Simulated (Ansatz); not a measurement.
# hypothetical CsCl type MoP with two functionals, uniaxial strain ε_xx = −2.18 %

Take MoP in the CsCl type structure (space group Pm-3m, No. 221; a = 3.0038 Å; a hypothetical phase, not in the database extracts checked; relaxed with 0.1 eV smearing) as the base. Axes: x, y, z lie along the cube axes.

(Cell as relaxed with PBE.)

Levels (all Ansatz, an electronic-structure program, PAW): PBE (420 eV, no spin-orbit coupling); PBEsol (420 eV, no SOC).

Each level relaxes its own structure.

```tsv
base	PBE	PBEsol
volume per atom	13.55 Å³	13.17 Å³
lattice parameter a	3.004 Å	2.975 Å
band gap	zero	zero
```

It is then changed as follows: the cell is compressed by 2.18 % along x with no lateral relaxation; the atoms relax in the strained cell.

| quantity | PBE | PBEsol |
|---|---|---|
| shortest interatomic distance | 2.583 Å | 2.558 Å |
| energy relative to the base (free energy F) | +9.3 meV/atom | +9.8 meV/atom |
| stress (xx, yy, zz, yz, xz, xy; compression positive) | (10.4, 3.0, 3.0, 0.0, 0.0, 0.0) GPa | (11.2, 3.3, 3.3, 0.0, 0.0, 0.0) GPa |

PBE's shortest interatomic distance lies 0.025 Å above PBEsol's (1.0 %); PBE's energy relative to the base lies 0.5 meV/atom below PBEsol's. Neither level is exact; PBEsol is the comparison here, not a measurement.

Stability against distortions was not tested. The final runs are not spin-polarised. An odd electron count without spin: MoP.
